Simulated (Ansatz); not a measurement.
For Al₂Cu (I4/mcm, No. 140), BLYP (plane waves, PAW; Ansatz, a program for electronic structure) gives:

| Property | Value |
|---|---|
| equilibrium lattice constant a | 6.135 Å |
| c axis length | 4.982 Å |
| bulk modulus B0 | 80.6 GPa |

Q: What does r²SCAN+rVV10 in Ansatz (plane waves, PAW) give for the same quantities?

A: 
- lattice constant a: 5.986 Å (shrinks by 2.4 %)
- lattice parameter c: 4.793 Å (falls by 3.8 %)
- bulk modulus: 116 GPa (goes up by 44 %)

Changes are worked out from the printed values.

Unless a cell is named, each level is at its own relaxed cell (BLYP 15.62, r²SCAN+rVV10 14.31 Å³/atom).

Ansatz's density-functional and Hartree–Fock values are scalar-relativistic unless marked +SOC, with PAW data made under PBE.
